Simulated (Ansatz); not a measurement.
Take MgSe in the rock salt structure (space group Fm-3m, No. 225; a = 5.508 Å) as the base.

All numbers come from PBE (Ansatz, a quantum-chemistry and plane-wave program), spin-orbit coupling left out, earlier PAW set.

One change was made to it. Results:

```json
[
 {"quantity": "electron mass", "base": "0.48 mₑ along k, 0.24 mₑ across (at X)", "after": "0.47 mₑ along k, 0.24 mₑ across (at X)"},
 {"quantity": "lattice parameter a", "base": "5.508 Å", "after": "5.574 Å"},
 {"quantity": "hole mass (degenerate bands, along [100])", "base": "0.16, 0.82, 0.82 mₑ (at Γ)", "after": "0.15, 0.85, 0.85 mₑ (at Γ)"},
 {"quantity": "valley order (the lowest conduction-band minima on the path, energy above the VBM, named in the base's zone)", "base": "X along ⟨100⟩ 1.77 eV; Γ 2.40 eV", "after": "X along ⟨100⟩ 1.71 eV; Γ 2.18 eV"}
]
```

### Question
Name the change that was made.
(A) pressure −1 GPa
(B) pressure 0.3 GPa
(C) pressure −2 GPa
(D) pressure 1.5 GPa

### Answer
C, pressure −2 GPa. For comparison, the valley order in the other runs: pressure −1 GPa gives X along ⟨100⟩ 1.74 eV; Γ 2.29 eV; pressure 0.3 GPa gives X along ⟨100⟩ 1.78 eV; Γ 2.43 eV; pressure 1.5 GPa gives X along ⟨100⟩ 1.81 eV; Γ 2.55 eV.

The levels and masses belong to the bands next to the band gap. Load acts through the strain it causes; cell and atoms are relaxed under it. Masses are band curvatures over ±0.01 Å⁻¹ around the edge. Along k means along the line from Γ to the band edge. No phonon test of stability was made.
